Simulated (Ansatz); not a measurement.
Amorphous Si30N45Nb3

A CHGNet melt-quench gave the starting glass, which DFT then relaxed. N atoms were pushed apart under 1.9 Å during the dynamics, to hinder bonds among them. The hot cell started wider than the set density and was brought back towards it in steps. It is the lowest in DFT energy of 2 quenches. It is a model cell: composition and starting density were chosen by hand, and all elements were melted together. No dispersion term was used.

Methods: PBE, scalar-relativistic without spin-orbit coupling (Ansatz, a program for electronic structure); r2SCAN, scalar-relativistic without spin-orbit coupling (Ansatz); HSE06, scalar-relativistic without spin-orbit coupling (Ansatz). Geometry, pressure, stress and energy are those of the PBE run. Its sampling: a 2×2×2 Γ-centred mesh; Fermi-Dirac width 0.01 eV; collinear spin, started from moments on atoms (at the end a net moment of 0.0 μB, with unpaired spins of both signs, a broken-symmetry state; no other order was tried). Other functionals are single points at the zone centre (r2SCAN at 500 eV; exact exchange cut at the cell's faces), free to take moments where seeds were set. In the spin-polarised cell the level spacing at the Fermi energy can part levels of unlike spin. At PBE the levels at both edges of the gap are localised (band-tail or defect states), and the nearest spread-out levels lie 2.5 eV apart at the zone centre.

```yaml
number_of_atoms_in_the_cell: 78
Density (held, not predicted): 3.27 g/cm³
volume_per_atom: 76.9 bohr^3
Pressure on a 2×2×2 Γ-centred mesh: -0.66 GPa
Largest force and stress component on that mesh (the relaxation ran on the zone centre alone): 0.14 eV/Å and 0.7 GPa
Level spacing at the Fermi energy on a 2×2×2 Γ-centred mesh (PBE): 0.62 eV
Level spacing at the Fermi energy at the zone centre (PBE): 0.69 eV
Level spacing at the Fermi energy at the zone centre (r2SCAN): 0.82 eV
Level spacing at the Fermi energy at the zone centre (HSE06): 1.48 eV
net_moment: 0.00 μB (unpaired spins of both signs, a broken-symmetry state)
```

Cut-offs for bonds: Si-Si 2.60 Å, Si-N 2.12 Å, Si-Nb 2.78 Å, N-N 1.70 Å, N-Nb 2.58 Å, Nb-Nb 3.12 Å. Two cations that share two anions don't count as bonded, nor two that share one unless they lie closer than Si-Si 2.38 Å, Si-Nb 2.71 Å, Nb-Nb 3.04 Å.

```json
{
  "Mean coordination of Si by anions": "4.10 (27 with 4, 3 with 5)",
  "Mean coordination of N": "3.13 (2 with 2, 35 with 3, 8 with 4)",
  "Mean coordination of Nb by anions": "5.33 (1 with 4, 2 with 6)",
  "Mean Si-N bond": "1.781 Å (spread 0.067 Å, 123 counted)",
  "Mean N-Nb bond": "2.172 Å (spread 0.180 Å, 16 counted)"
}
```

Its density started from a set value of 3.27 g/cm³. The quench (nominally 450 K/ps over its main leg) was far faster than any real one, so the model tends to hold more defects than a real film. Values belong to this one cell and scatter from quench to quench. The volume was held where the preparation left it and the shape relaxed, at a PBE pressure of -0.7 GPa (tension). Stress components on the final sampling reach 0.7 GPa. On a 2×2×2 Γ-centred mesh force components of up to 0.14 eV/Å stay, since the relaxation ran on the zone centre alone.
